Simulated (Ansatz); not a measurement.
For Si3N4 (model structure, started from the spinel Si type, Fd-3m, No. 227, 14 atoms in the cell), LDA in Ansatz (plane waves, PAW) gives:

equilibrium lattice constant a: 7.691 Å
cohesive energy: 6.97 eV/atom
band gap: 3.36 eV

Task: What does r²SCAN (Ansatz, a program for electronic structure, plane waves, PAW) give for the same quantities?

Result: 
- lattice constant a: 7.730 Å (grows by 0.5 %)
- cohesive energy: 5.86 eV/atom (decreases by 1.11 eV/atom)
- band gap: 4.03 eV (grows by 0.67 eV)

Changes are worked out from the printed values.

Unless a cell is named, each level is at its own relaxed cell (LDA 8.13, r²SCAN 8.25 Å³/atom).

Density-functional gaps are differences of (generalised) Kohn–Sham levels.

Ansatz's density-functional and Hartree–Fock values are scalar-relativistic unless marked +SOC, with PAW data made under PBE.

A model structure was made by putting elements into a prototype or built by hand; it is no filed structure, need not be a known phase, and can be a saddle point held by its symmetry.
